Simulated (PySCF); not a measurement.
PySCF 2.14.0, TPSSH/def2-svp, df: Al(Cl)2(SMe) (C[S][Al]([Cl])[Cl]), 8 atoms. The geometry is a generated start, not checked to be a minimum at this level.

```yaml
task: energy
method: tpssh
basis: def2-svp
two_electron_scheme: density fitting
mol.max_memory: 3000 MB
mf.max_cycle: 100
mf.init_guess: minao (default)
mf.DIIS: CDIIS (default)
mf.diis_space: 8 (default)
mf.conv_tol: 1e-09 (default)
mf.grids.level: 3 (default)
basis_functions: 101
grid_points: 119368
```

```xyz
8

Al     0.3474    -0.0242     1.6932
Cl     0.4405    -0.9682     3.4827
Cl     0.9741     1.8837     1.3885
S     -0.4857    -1.1953     0.0184
C     -0.3347    -0.0754    -1.4328
H     -0.0918     0.9347    -1.1159
H     -1.2912    -0.0895    -1.9495
H      0.4414    -0.4657    -2.0846
```

One run each on 2 threads, 1 BLAS thread. Values of level_shift (Hartree) tried: 0 (default), 0.1, 0.3, 1.

Task: Predict the course of the Fock builds along this series.

Result: Fewest Fock builds, within one of each other: 0 (default) with 12, 0.1 with 11. The count rises to 41 at 1. All converge to one solution.

| level_shift (Hartree) | Fock builds | end |
|---|---|---|
| 0 (default) | 12 | same solution |
| 0.1 | 11 | same solution |
| 0.3 | 17 | same solution |
| 1 | 41 | same solution |
